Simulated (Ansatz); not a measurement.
The decay constant κ of evanescent states in the gap governs leakage through a thin film.

```
CELL_PARAMETERS angstrom
      5.14912     0.00000     0.00000
      0.00000     5.45912     0.00000
      0.00000     0.00000     9.19420
ATOMIC_POSITIONS crystal
  Ti 0.86209 0.40258 0.37103
  Ti 0.13791 0.59742 0.62897
  Ti 0.63791 0.90258 0.62897
  Ti 0.36209 0.09742 0.37103
  Ti 0.36209 0.59742 0.12897
  Ti 0.63791 0.40258 0.87103
  Ti 0.13791 0.09742 0.87103
  Ti 0.86209 0.90258 0.12897
  O  0.53529 0.38999 0.26971
  O  0.46471 0.61001 0.73029
  O  0.96471 0.88999 0.73029
  O  0.03529 0.11001 0.26971
  O  0.03529 0.61001 0.23029
  O  0.96471 0.38999 0.76971
  O  0.46471 0.11001 0.76971
  O  0.53529 0.88999 0.23029
  O  0.18337 0.85119 0.01048
  O  0.81663 0.14881 0.98952
  O  0.31663 0.35119 0.98952
  O  0.68337 0.64881 0.01048
  O  0.68337 0.14881 0.48952
  O  0.31663 0.85119 0.51048
  O  0.81663 0.64881 0.51048
  O  0.18337 0.35119 0.48952
```

The cell is taken as given; by r2SCAN it stands under a pressure of -1.2 GPa.

Transport runs along the normal of the first two printed cell vectors.

The gap is the functional's own, uncorrected, and κ follows it; spin-orbit coupling is left out. Mid-gap means the computed energy nearest the middle.

Question: State the band gap and the smallest decay constant κ at mid-gap according to r2SCAN in Ansatz (a program for electronic structure).

Answer: Gap 2.66 eV on a 6×6×4 mesh; κ = 0.449 1/Å, at (0.167, 0.000) of the in-plane reciprocal vectors. At the zone centre the slowest state has κ = 0.46 1/Å.
